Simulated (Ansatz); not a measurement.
Partial pair distribution functions of a relaxed model of amorphous Si18Pb6O42, broadened by 0.06 Å; density 3.72 g/cm³. Method: PBE, scalar-relativistic without spin-orbit coupling (plane waves to 420 eV, PAW; Ansatz, a quantum-chemistry and plane-wave program).

It comes from a melt-quench run on a machine-learned potential (CHGNet), relaxed afterwards by DFT. O atoms were pushed apart under 1.9 Å during the dynamics, to hinder bonds among them. The hot cell started wider than the set density and was brought back towards it in steps. It is the lowest in DFT energy of 2 quenches. It is a model cell: composition and starting density were chosen by hand, and all elements were melted together. No dispersion term was used. Its density started from a set value of 3.98 and ended at 3.72 g/cm³. The simulated quench (nominally 210 K/ps over its main leg) is rapid and tends to freeze in more defects than a deposited or slowly cooled glass has. One small periodic cell is one sample of the glass; other quenches scatter about these values. Volume and shape were free in the relaxation.

| r (Å) | g Si-O | g Pb-O | g Si-Si | g O-O |
|---|---|---|---|---|
| 1.35 | 0.00 | 0.00 | 0.00 | 0.00 |
| 1.45 | 0.28 | 0.00 | 0.00 | 0.00 |
| 1.55 | 7.16 | 0.00 | 0.00 | 0.00 |
| 1.65 | 18.27 | 0.00 | 0.00 | 0.00 |
| 1.75 | 4.55 | 0.00 | 0.00 | 0.00 |
| 1.85 | 0.11 | 0.00 | 0.00 | 0.00 |
| 1.95 | 0.00 | 0.00 | 0.00 | 0.00 |
| 2.05 | 0.00 | 0.12 | 0.00 | 0.00 |
| 2.15 | 0.00 | 1.39 | 0.02 | 0.00 |
| 2.25 | 0.00 | 3.53 | 0.42 | 0.02 |
| 2.35 | 0.00 | 3.55 | 0.52 | 0.12 |
| 2.45 | 0.00 | 2.04 | 0.04 | 0.39 |
| 2.55 | 0.00 | 0.63 | 0.00 | 2.52 |
| 2.65 | 0.03 | 0.44 | 0.15 | 5.73 |
| 2.75 | 0.10 | 0.18 | 1.37 | 4.43 |
| 2.85 | 0.06 | 0.28 | 3.28 | 1.75 |
| 2.95 | 0.26 | 0.22 | 4.33 | 0.76 |
| 3.05 | 0.32 | 0.66 | 4.11 | 0.67 |
| 3.15 | 0.56 | 0.74 | 2.49 | 0.42 |
| 3.25 | 1.25 | 0.74 | 1.20 | 0.62 |
| 3.35 | 1.22 | 0.56 | 0.21 | 0.68 |
| 3.45 | 0.86 | 1.02 | 0.00 | 0.57 |
| 3.55 | 0.72 | 0.78 | 0.00 | 0.48 |
| 3.65 | 0.87 | 1.01 | 0.00 | 0.40 |
| 3.75 | 1.32 | 1.03 | 0.03 | 0.61 |
| 3.85 | 1.06 | 0.60 | 0.29 | 0.58 |
| 3.95 | 1.32 | 0.56 | 0.91 | 0.58 |
| 4.05 | 1.84 | 0.95 | 0.80 | 0.69 |
| 4.15 | 1.77 | 1.48 | 0.36 | 0.91 |
| 4.25 | 1.93 | 1.86 | 0.44 | 0.84 |
| 4.35 | 1.42 | 0.91 | 0.53 | 0.78 |
| 4.45 | 0.85 | 1.11 | 1.06 | 0.87 |
| 4.55 | 0.72 | 1.07 | 1.25 | 0.93 |
| 4.65 | 0.74 | 1.19 | 1.12 | 1.08 |
| 4.75 | 0.79 | 2.01 | 0.90 | 1.14 |
| 4.85 | 0.71 | 1.77 | 0.89 | 1.35 |

Within 1.92 Å each Si has 4.00 O neighbours on average.
